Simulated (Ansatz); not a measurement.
# How far to go with shifted k-point meshes: Sc3SnB (P4mm, 5 atoms in the cell)

```yaml
crystal:
  lattice:
    - [4.64001, 0.00000, 0.00000]
    - [0.00000, 4.64001, 0.00000]
    - [0.00000, 0.00000, 4.64001]
  atoms:
    - { symbol: Sc, position: [0.50000, 0.00000, 0.50000] }
    - { symbol: Sc, position: [0.01078, 0.50000, 0.50000] }
    - { symbol: Sc, position: [0.50000, 0.50000, 0.00000] }
    - { symbol: Sn, position: [0.00000, 0.00000, 0.00000] }
    - { symbol: B, position: [0.50000, 0.50000, 0.50000] }
```

Method of the run: PBEsol, default PAW files made with PBE (plane waves; Ansatz, a program for electronic structure).

Base settings: basis.ecutwfc = 420 eV; kpoints.mp_grid.grid = 7 7 7; hamiltonian.xc = pbesol; hamiltonian.pseudopotentials = {kind: paw} (the program's default PAW files); scf.occupations.method = fermi_dirac; scf.occupations.width = 0.1 eV.

In this ladder: kpoints.mp_grid.shift = 0.5 0.5 0.5.

Only quantities that move along the ladder and can be compared are tabulated.

The count of work is k-points × plane waves × bands × iterations; it is no time. Core times come from one kind of shared machine, to one figure; runs under 30 s give none.

The starting cell comes from a database of computed structures (which also holds hypothetical and non-ambient phases and stackings), without a prior relaxation at this level. Its lattice was rescaled by up to half a per cent. One atom was moved a little off its site on purpose. Ansatz's pressure includes its estimate of the finite-basis (Pulay) stress.

Steps (kpoints.mp_grid.grid): 1 1 1; 2 2 2; 3 3 3; 4 4 4; 5 5 5; 6 6 6; 7 7 7; 8 8 8; 9 9 9; 10 10 10; 11 11 11; 13 13 13; 14 14 14; 17 17 17; 21 21 21; 23 23 23.

**Question.** What is the coarsest kpoints.mp_grid.grid that holds the pressure within 0.1 GPa of the last step, with all finer ones?

**Answer.** 4 4 4, at 0.0064 of the last step's count of work; the step before is off by 0.13 GPa.

**Question.** What is the coarsest kpoints.mp_grid.grid that holds the free energy within 5 meV/atom of the last step, with all finer ones?

**Answer.** 4 4 4, at 0.0064 of the last step's count of work; the step before is off by 10 meV/atom.

**Question.** What is the coarsest kpoints.mp_grid.grid that holds the forces within 0.005 eV/Å of the last step, with all finer ones?

**Answer.** 5 5 5, at 0.016 of the last step's count of work; the step before is off by 0.009 eV/Å.

```csv
kpoints.mp_grid.grid,free energy less the last step's (meV/atom),pressure (GPa),largest difference of a force vector from the last step's (eV/Å),count of work / last,core time / last (rough)
1 1 1,-895.39,-1.67,0.343,0.0012,–
2 2 2,-108.76,-2.30,0.033,0.0011,–
3 3 3,-10.23,-2.13,0.010,0.0064,–
4 4 4,-1.93,-2.05,0.009,0.0064,–
5 5 5,0.78,-1.99,0.004,0.016,–
6 6 6,1.07,-1.99,0.002,0.016,–
7 7 7,0.34,-2.00,0.001,0.043,–
8 8 8,-0.02,-2.01,0.001,0.043,–
9 9 9,0.01,-2.00,0.001,0.069,–
10 10 10,0.04,-2.01,0.000,0.080,–
11 11 11,0.00,-2.01,0.000,0.13,0.1
13 13 13,0.00,-2.01,0.000,0.21,0.2
14 14 14,0.00,-2.01,0.000,0.21,0.2
17 17 17,0.00,-2.01,0.000,0.43,0.4
21 21 21,0.00,-2.01,0.000,0.78,0.8
23 23 23,0.00,-2.01,0.000,1.0,1
```

Keys are those of Ansatz 0.2.
